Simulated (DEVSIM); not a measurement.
System: abrupt Ge p-n junction, at 300 K.

Layer 1 from the left is Ge, thickness (μm) 2.50, Na (cm⁻³) 2.2e16, τn (s) 4.1e-7, τp (s) 4.1e-7. Layer 2 from the left is Ge, thickness (μm) 98.0, Nd (cm⁻³) 5.5e14, τn (s) 4.1e-7, τp (s) 4.1e-7.

Left contact: ohmic. Right contact: ohmic. Voltage is applied to the left contact. Recombination: SRH at mid-gap. Mobility is μmin + (μ − μmin)/(1 + (N/Nref)^α).

The device is made up for the run: typed textbook-type constants, with dimensions and the other settings drawn at random. Values at 300 K.

Ge: gap (eV) 0.664, affinity (eV) 4, permittivity 16, Nc (cm⁻³) 1.04e19, Nv (cm⁻³) 6e18, μn (cm²/Vs) 3900, μp (cm²/Vs) 1900, μn,min 150, μp,min 100, Nref,n 2.6e17, Nref,p 4e17, αn 0.56, αp 0.6.

Question: Estimate by hand the capacitance at -6 V, and compare with a numerical solution.

Answer: 
- Capacitance at -6 V: C = √(qεN / 2(Vbi + |V|)) = 3.12 nF/cm²; numerical 3.13 nF/cm² (estimate below by 0.53 %).

Model (solved in DEVSIM): 1D drift-diffusion, Boltzmann statistics, complete ionisation; no tunnelling, impact ionisation, image-force lowering or self-heating.
